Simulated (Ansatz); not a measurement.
For Ga₂S₃ (model structure, started from the beta Ga2O3 type, C2/m, No. 12, 10 atoms in the cell), PBEsol (plane waves, PAW; Ansatz, a program for electronic structure) gives:

* **cohesive energy**: 3.86 eV/atom
* **band gap**: 0.55 eV

Task: What does r²SCAN+rVV10 (Ansatz, PAW) give for the same quantities?

Result: 
- cohesive energy: 3.78 eV/atom (shrinks by 0.08 eV/atom)
- band gap: 1.08 eV (rises by 0.53 eV)

Changes are worked out from the printed values.

Unless a cell is named, each level is at its own relaxed cell (PBEsol 19.14, r²SCAN+rVV10 19.24 Å³/atom).

Spin–orbit coupling is included only where a level's name says +SOC; with heavier elements it mostly lowers gaps and can invert bands. Density-functional gaps are differences of (generalised) Kohn–Sham levels.

Ansatz's density-functional and Hartree–Fock values are scalar-relativistic unless marked +SOC, with PAW data made under PBE.

A model structure was made by putting elements into a prototype or built by hand; it is no filed structure, need not be a known phase, and can be a saddle point held by its symmetry.
